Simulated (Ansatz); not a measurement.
Consider a periodic stack without vacuum, rock-salt PbS (1 1 1) on germanium (1 1 1) (film strained to the substrate, started from cuts of the bulks and a machine-learned relaxation; slabs Ge8 and Pb4S4, which can lie off the formulas): substrate slab Ge8, film Pb4S4, surface cells [[1, -1], [0, 1]] and [[0, 1], [-1, 0]], film strained by -4.1 and -4.1 %, outermost planes Ge/Ge and S/Pb as cut, which need not be the usual terminations and can put a slab off its formula. Its start:

```yaml
crystal:
  lattice:
    - [4.07293, 0.00000, 0.01282]
    - [-2.03647, 3.52727, 0.00361]
    - [0.42955, -1.09203, 28.52339]
  atoms:
    - { symbol: Ge, position: [0.42840, 0.69139, 0.03917] }
    - { symbol: Ge, position: [0.27208, 0.55062, 0.12195] }
    - { symbol: Ge, position: [0.60598, 0.22721, 0.15052] }
    - { symbol: Ge, position: [0.59940, 0.25937, 0.23793] }
    - { symbol: Ge, position: [0.93363, 0.93583, 0.26710] }
    - { symbol: Ge, position: [0.94027, 0.98669, 0.35404] }
    - { symbol: Ge, position: [0.27317, 0.66085, 0.38246] }
    - { symbol: Ge, position: [0.40892, 0.62364, 0.46917] }
    - { symbol: Pb, position: [0.81846, 0.31418, 0.59121] }
    - { symbol: Pb, position: [0.16965, 0.02562, 0.72084] }
    - { symbol: Pb, position: [0.49379, 0.71162, 0.85133] }
    - { symbol: Pb, position: [0.77679, 0.35518, 0.97859] }
    - { symbol: S, position: [0.11624, 0.92466, 0.51297] }
    - { symbol: S, position: [0.48778, 0.66571, 0.64658] }
    - { symbol: S, position: [0.83753, 0.37364, 0.77852] }
    - { symbol: S, position: [0.14809, 0.05471, 0.90824] }
```

The start was prepared with a machine-learned potential, and the result is one local minimum, with the in-plane cell held and forces under 0.04 eV/Å; the film can end far from its bulk form.

Level of theory: PBE (plane waves to 420 eV, PAW; Ansatz, an electronic-structure program). Spin–orbit coupling is left out; the runs are not spin-polarised. Its k-point mesh 7×7×1, Fermi–Dirac width 0.05 eV.

Q: Predict the relaxed interface.

A: The interface area is 14.4 Å², the period is 28.61 Å and the heights between the nearest atoms of the two slabs at the two interfaces is 1.30 and 1.90 Å. The Ge–Pb contacts across the interfaces within 1.22 times the sum of covalent radii comes out as 3, mean 3.02 Å and the Ge–S contacts across the interfaces within 1.22 times the sum of covalent radii is 2, mean 2.59 Å. The two interfaces is unlike, so that offsets are their mean.
